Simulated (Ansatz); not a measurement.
Structures of equal composition on the (111) surface of fcc Ni, ferromagnetic: (√3x√3)R30°, one Ni adatom; one added row of Ni in 3. The slabs share one bottom face, and each structure is named by its start. These are constructed structures in small cells; real faces may alloy, dewet or reconstruct in larger ones, and not all known structures of the face are among them. Slabs of about 10 Å with all that they carry, Fermi-Dirac smearing of 0.1 eV. Bottom of the slabs: a bare face, its two planes held. Relaxed from the named starts with such symmetry as they have, on meshes of like density; energies extrapolated to zero smearing; no spin-orbit coupling, no U. Spin-polarised runs, if any, are marked in brackets, and their order is one that fits the cell; the others ran without spin. Where a second, spin-polarised start was run, the lower counts. The cells differ, so small differences also carry the error of unlike k-meshes.

All values below come from PBE (plane waves to 420 eV, PAW; Ansatz, a program for electronic structure).

### Question
Rank these by energy per 1x1 cell (lowest first), as PBE gives it.

### Answer
one added row of Ni in 3 (0.00 eV [spin, 12.6 μB a cell]), (√3x√3)R30°, one Ni adatom (0.16 eV [spin, 12.5 μB a cell])
